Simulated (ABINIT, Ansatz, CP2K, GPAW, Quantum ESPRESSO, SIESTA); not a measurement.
**One structure in several programs: NiAl (Pm-3m, 2 atoms in the cell)**

Self-consistent single point.

```xyz
2
Lattice="2.9099 0.0000 0.0000 0.0000 2.9099 0.0000 0.0000 0.0000 2.9099" Properties=species:S:1:pos:R:3 pbc="T T T"
Al     1.4550     1.4550     1.4550
Ni     0.0000     0.0000     0.0000
```

All programs got the same cell, k-point mesh and kind of occupations (in Ansatz's words: kpoints.mp_grid.grid = 8 8 8; scf.occupations.method = gaussian; scf.occupations.width = 0.0073 Ry); potentials, basis and cutoffs are each program's usual ones.

| code | model | pressure (GPa) | k-points | cutoff |
|---|---|---|---|---|
| GPAW | PBE, GPAW PAW datasets PBE (gpaw-data 1.0.1) | -1.86 | 35 | 800 eV |
| CP2K | PBE, GPW, DZVP-MOLOPT-SR-GTH basis, GTH-PBE potentials (GTH_POTENTIALS) | -2.39 | 260 | grid 600 Ry |
| SIESTA | GGA PBE, numerical atomic orbitals DZP, PseudoDojo PBE standard norm-conserving potentials (rewritten from UPF to PSML) | -5.06 | 296 | grid 400 Ry |
| Quantum ESPRESSO | PBE, PSlibrary ultrasoft (PBE) pseudopotentials | -3.08 | 35 | 50 Ry |
| ABINIT | PBE, norm-conserving pseudopotentials (PseudoDojo nc-sr-05 PBE standard) | -2.71 | 35 | 98 Ry |
| Ansatz | PBE, default PAW files | -2.63 | 35 | 30.9 Ry |

The spread over the programs that give each value: pressure within 3.20 GPa.

The starting cell has typed, rounded lattice constants, without a prior relaxation at this level. Its lattice was rescaled by a random factor within 2.5 % of one. On Ansatz's run: Spin polarisation is off.

Why do the programs differ, and what cannot be compared?

Differences of this kind can come from the potentials, where these differ, and from what each basis and cutoff leave unconverged. The valence holds different numbers of electrons (GPAW 19, CP2K 21, SIESTA 21, Quantum ESPRESSO 13, ABINIT 21, Ansatz (an electronic-structure program) 21). The zero of total energies and Fermi levels follows the potentials and each program's conventions, so they are not compared here. CP2K and SIESTA use small atom-centred bases, whose incompleteness enters pressures, forces and empty levels differently from a plane-wave cutoff. Ansatz's pressure is given at a fixed set of plane waves, as the other plane-wave codes print theirs; with its correction for the finite basis it is -2.57 GPa. Ansatz's smearing width was typed in Ry to four decimals, so it matches the others to a few per cent. The programs reduce the same mesh by symmetry to different extents, which changes the work and not the result. In the pressure, SIESTA (by 2.39) lies more than 1 GPa from the median of the plane-wave programs.

Left out of this page: Elk and FLEUR (not drawn, or without a comparable value).

Keys are those of Ansatz 0.2.
